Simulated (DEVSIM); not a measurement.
System: Schottky contact on n-type GaN, at 250 K.

Layer 1 from the left is GaN, thickness (μm) 0.460, Nd (cm⁻³) 1.4e16, τn (s) 7.9e-8, τp (s) 7.9e-8.

Left contact: Schottky, work function 5.62 eV, emission velocity 6.6e6 cm/s. Right contact: ohmic. Voltage is applied to the left contact. Recombination: SRH at mid-gap, Auger. Mobility is constant in doping.

The device is made up for the run: typed textbook-type constants, with dimensions and the other settings drawn at random. Values at 300 K; Nc and Nv go as T^1.5, mobilities as T to minus their exponent, the gap by Varshni's rule with the affinity fixed.

GaN: gap (eV) 3.43, affinity (eV) 4.1, permittivity 9.5, Nc (cm⁻³) 2.3e18, Nv (cm⁻³) 4.6e19, μn (cm²/Vs) 1200, μp (cm²/Vs) 100, T exponent of μn 1.5, T exponent of μp 2, Cn (cm⁶/s) 1e-30, Cp (cm⁶/s) 1e-30, Varshni α (eV/K) 0.00091, Varshni β (K) 830.

Model (solved in DEVSIM): 1D drift-diffusion, Boltzmann statistics, complete ionisation; no tunnelling, impact ionisation, image-force lowering or self-heating. Metal contacts follow the ideal Schottky-Mott rule: no Fermi-level pinning, no interface dipoles.

Dark forward current:

| |V| (V) | |J| (A/cm²) |
|---|---|
| 0.60 | 4.936e-13 |
| 0.65 | 5.017e-12 |
| 0.70 | 5.098e-11 |
| 0.75 | 5.179e-10 |
| 0.80 | 5.259e-9 |
| 0.85 | 5.339e-8 |
| 0.90 | 5.417e-7 |
| 0.95 | 5.493e-6 |
| 1.00 | 5.565e-5 |
| 1.05 | 0.0005632 |
| 1.10 | 0.005689 |
| 1.15 | 0.05733 |
| 1.20 | 0.5750 |
| 1.25 | 5.705 |
| 1.30 | 54.25 |
| 1.35 | 417.8 |
| 1.40 | 1789 |
| 1.45 | 4240 |

**Question.** Work out the local ideality factor n = ΔV / (kT/q · ln(J2/J1)) between the rows 0.60 and 0.65 V, 1.40 and 1.45 V.

**Answer.** kT/q = 21.54 mV. From 0.60 to 0.65 V: ln(5.017e-12/4.936e-13) = 2.319, n = 1.00, near the 1 of diffusion or emission over a barrier. From 1.40 to 1.45 V: ln(4240/1789) = 0.863, n = 2.69; the layers' resistance at their doping, Σ W/(qμN) = 1.3e-5 Ω cm², would take 32 mV of this step of 50 mV.

**Question.** Estimate the current at 0.95 V for emission alone, J0 = q v N_band exp(−φB/kT), and read the barrier back from the simulated current.

**Answer.** φB = 1.520 eV, N_band = 1.75e18 cm⁻³, J0 = 4.17e-25 A/cm²; J = J0 (exp(qV/kT) − 1) = 5.95e-6 A/cm². The simulation gives 5.49e-6 A/cm²; the estimate lies 8.4 % above. Read backwards, the simulated current gives an apparent barrier of 1.522 eV. The estimate leaves out transport through the depletion region and minority injection.
